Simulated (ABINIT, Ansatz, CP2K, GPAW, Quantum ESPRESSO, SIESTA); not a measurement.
## One structure in several programs: CsPdBr3 (P1, 5 atoms in the cell)

Self-consistent single point.

```
CsPdBr3
1.0
    5.41693     0.00000     0.00000
    0.00196     5.41814     0.00000
    0.00080     0.00152     5.41865
Cs Pd Br
1 1 3
Direct
  0.99905   0.99228   0.99926
  0.50458   0.48479   0.50085
  0.50327   0.48825   0.00077
  0.49871   0.98508   0.49815
  0.00439   0.48959   0.50097
```

All programs got the same cell, k-point mesh and kind of occupations (in Ansatz's words: kpoints.mp_grid.grid = 3 3 3; scf.occupations.method = fermi_dirac; scf.occupations.width = 0.05 eV); potentials, basis and cutoffs are each program's usual ones.

```
code                                                                                                                                 model  pressure (GPa)  largest force (eV/Å)       cutoff
----------------  ------------------------------------------------------------------------------------------------------------------------  --------------  --------------------  -----------
SIESTA            LDA PW92, numerical atomic orbitals TZP, PseudoDojo LDA standard norm-conserving potentials (rewritten from UPF to PSML)           -6.50                 0.034  grid 350 Ry
Quantum ESPRESSO                                                                       LDA (PZ), GBRV 1.5 ultrasoft (LDA) pseudopotentials           -5.81                 0.040        40 Ry
Ansatz                                                                                                 LDA (PW92), PAW files made with PBE           -5.87                 0.040      default
CP2K                                                  LDA (Pade form), GPW, DZVP-MOLOPT-SR-GTH basis, GTH-PADE potentials (GTH_POTENTIALS)           -5.65                 0.037  grid 500 Ry
GPAW                                                                         LDA (Perdew-Wang 92), GPAW PAW datasets LDA (gpaw-data 1.0.1)           -5.72                 0.039       550 eV
ABINIT                                                                                                  LDA (PW92), PAW (JTH v2.0 LDA PAW)           -5.95                 0.040        24 Ha
```

Size of the force on each atom (eV/Å): Sizes of forces hide their directions.

```tsv
code	Cs1	Pd2	Br3	Br4	Br5
SIESTA	0.013	0.029	0.007	0.034	0.016
Quantum ESPRESSO	0.014	0.040	0.012	0.034	0.022
Ansatz	0.014	0.040	0.012	0.034	0.023
CP2K	0.015	0.037	0.012	0.037	0.025
GPAW	0.014	0.039	0.012	0.035	0.023
ABINIT	0.015	0.040	0.012	0.034	0.022
```

The spread over the programs that give each value: pressure within 0.85 GPa; largest force within 0.006 eV/Å.

The starting cell comes from a database of computed structures (which also holds hypothetical and non-ambient phases and stackings), without a prior relaxation at this level. Its lattice was rescaled by a random factor within 2.5 % of one. On Ansatz's run: Spin polarisation is off. In the base run, with a pressure of about -6 GPa the cell is away from its equilibrium volume at this level. Without a gap this mesh is coarse (it stands for a supercell whose shortest vector is 16 Å).

Question: Why do the programs differ, and what cannot be compared?

Answer: Differences of this kind can come from the potentials, where these differ, and from what each basis and cutoff leave unconverged. The valence holds different numbers of electrons (SIESTA 48, Quantum ESPRESSO 46, Ansatz (an electronic-structure program) 48, CP2K 48, GPAW 46, ABINIT 48). The zero of total energies and Fermi levels follows the potentials and each program's conventions, so they are not compared here. SIESTA and CP2K use small atom-centred bases, whose incompleteness enters pressures, forces and empty levels differently from a plane-wave cutoff. Ansatz's pressure is given at a fixed set of plane waves, as the other plane-wave codes print theirs. The same LDA comes in different parametrisations, which differ slightly.

The shared mesh is coarse (it stands for a supercell whose shortest vector is 16 Å), so the values are not converged in it.

Left out of this page: Elk (not drawn, or without a comparable value); FLEUR (stopped by limits of time or memory).

Keys are those of Ansatz 0.2.
